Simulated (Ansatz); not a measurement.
Take Pb in the fcc (Cu type) structure (space group Fm-3m, No. 225; a = 4.9341 Å; relaxed with 0.1 eV smearing) as the base.

Calculations: PBEsol/PAW in Ansatz (a quantum-chemistry and plane-wave program), no SOC.

Strains are applied to the cell and any free atomic positions relax.

One change was made to it. Results:

The energy goes up by 1.0 meV/atom; the pressure goes from zero to 0.7 GPa; the band gap remains zero.

### Question
What was done to the base?
A) isotropic strain −2.00 %
B) isotropic strain −3.00 %
C) isotropic strain −0.50 %
D) isotropic strain +1.00 %

### Answer
C, isotropic strain −0.50 %. For comparison, the energy relative to the base in the other runs: isotropic strain −2.00 % gives +17 meV/atom; isotropic strain +1.00 % gives +3.9 meV/atom; isotropic strain −3.00 % gives +40 meV/atom.

No phonon test of stability was made.
